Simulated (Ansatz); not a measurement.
The parent structure is BAs in the zinc blende structure (space group F-43m, No. 216; a = 4.784 Å). Axes: x, y, z lie along the cube axes.

All numbers come from r2SCAN, PAW, 500 eV (Ansatz, a program for electronic structure; no spin-orbit coupling).

Base values:

The band gap is 1.38 eV.

Now apply this change: tensile biaxial strain of 3.00 % in the plane normal to [001], as in epitaxy on a mismatched substrate; the out-of-plane cell vector and the atoms relax.

Problem. Estimate the effect on the ratio −ε⊥/ε∥.

Solution. The ratio −ε⊥/ε∥ comes out as 0.46.

Problem. How does this affect the band gap?

Solution. The band gap shrinks by 0.62 eV (1.38 eV → 0.76 eV).

No phonon test of stability was made.
